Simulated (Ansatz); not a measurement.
BeS (model structure, started from the BN type, Pm-3n, No. 223, 12 atoms in the cell) was calculated with r²SCAN in Ansatz (plane waves, PAW).

Run with plane-wave cutoff 560 eV, 6×6×6 k mesh, Fermi–Dirac smearing 0.01 eV, scalar-relativistic PAW data made under PBE.

Computed at the level's own relaxed cell.

```
BeS
1.0
    5.99585     0.00000     0.00000
    0.00000     5.99585     0.00000
    0.00000     0.00000     5.99585
Be S
6 6
Direct
  0.25000   0.00000   0.50000
  0.50000   0.25000   0.00000
  0.50000   0.75000   0.00000
  0.75000   0.00000   0.50000
  0.00000   0.50000   0.75000
  0.00000   0.50000   0.25000
  0.25000   0.50000   0.00000
  0.00000   0.25000   0.50000
  0.00000   0.75000   0.50000
  0.75000   0.50000   0.00000
  0.50000   0.00000   0.75000
  0.50000   0.00000   0.25000
```

Task: List the 34 lowest band energies at Γ above −25 eV (eV, relative to the valence band maximum), grouping those that round alike.

Result: At Γ: -14.25, -13.34 (×2), -11.96 (×3), -6.27 (×2), -5.87, -4.75 (×3), -2.85 (×3), -2.16 (×3), -1.90 (×3), 0.00 (×3), 4.25 (×3), 4.53, 4.95 (×3), 5.26, 6.58 (×2).

Note: the relaxation could raise the start's symmetry but not lower it, so the cell can be a saddle point.

A model structure was made by putting elements into a prototype or built by hand; it is no filed structure, need not be a known phase, and can be a saddle point held by its symmetry.

Ansatz is a first-principles code.
